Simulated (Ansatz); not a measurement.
**A constructed model of the (111) surface of fcc Ag, a layer of Sc in place of the third plane (bottom of the slab: a bare face, its two planes held)**

These are PBE (plane waves to 420 eV, PAW; Ansatz, a first-principles code) values and carry that method's errors.

Model: 6-atom slab, 12.3 Å thick at the start with caps and adatoms (thin: gaps and levels are the slab's own), 15x15x1 mesh, Fermi-Dirac 0.1 eV, dipole correction, 2 atoms held, the rest relaxed; start symmetry kept, larger cells not searched; no spin, no spin-orbit, no U. In PBE it lies 0.03 eV a 1x1 cell over the lowest computed structure of the same composition (a layer of Sc in place of the second plane).

```
Property                                               Result
-----------------------------  ------------------------------
work function of the top face                         4.38 eV
energy released by relaxation                        0.014 eV
cost                           around 90 core-seconds (rough)
```
